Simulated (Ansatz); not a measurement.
Consider InAs in the zinc blende structure (space group F-43m, No. 216; a = 6.187 Å).

(Cell as relaxed with PBE.)

Levels (all Ansatz, a quantum-chemistry and plane-wave program, PAW, earlier PAW set): PBE (420 eV, no SOC); r2SCAN (500 eV, no SOC).

Each level relaxes its own structure.

```json
[
 {"base": "volume per atom", "PBE": "29.60 Å³", "r2SCAN": "28.49 Å³"},
 {"base": "lattice parameter a", "PBE": "6.187 Å", "r2SCAN": "6.108 Å"},
 {"base": "band gap", "PBE": "zero", "r2SCAN": "0.08 eV"}
]
```

Perturbation: every lattice vector is stretched by 4.47 %; the atoms relax in the strained cell.

```tsv
quantity	PBE	r2SCAN
energy relative to the base (free energy F)	+68 meV/atom	…
pressure	-4.6 GPa	…
band gap	zero	…
```

Task: What does r2SCAN give?

Result: 
- energy relative to the base (free energy F), r2SCAN: +78 meV/atom
- pressure, r2SCAN: -5.5 GPa
- band gap, r2SCAN: zero

PBE's energy relative to the base lies 9.7 meV/atom below r2SCAN's; PBE's pressure lies 0.9 GPa above r2SCAN's; the two agree on the band gap. Neither level is exact; r2SCAN is the comparison here, not a measurement.

A case with no gap was solved on a k-mesh chosen for an insulator, which is coarse for it. Stability against distortions was not tested. All final runs are without spin polarisation. The zero or small gap of InAs can change with the level of theory.
